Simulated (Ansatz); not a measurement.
The parent structure is MoS2 in the 2H-MoS2 type structure (space group P6_3/mmc, No. 194; a = 3.1730 Å, c = 12.4366 Å; layered, stacked along the Cartesian z axis).

Computed with Kohn–Sham DFT with the r2SCAN+rVV10 functional, run in Ansatz (a first-principles code) with PAW and 500 eV plane waves, spin-orbit coupling left out.

Base values:

| Quantity | Value |
|---|---|
| Pressure | 0.0 kbar |

The change: the cell is scaled by 1.0086 in all directions; the atoms relax in the strained cell.

Task: Estimate the effect on the largest internal atomic displacement, energy relative to the base and pressure.

Result: The largest internal atomic displacement comes out as 0.021 Å; the energy increases by 2.7 meV/atom; the pressure (mean of the normal stresses, compression positive) goes from zero to -18.2 kbar.

Stability against distortions was not tested.
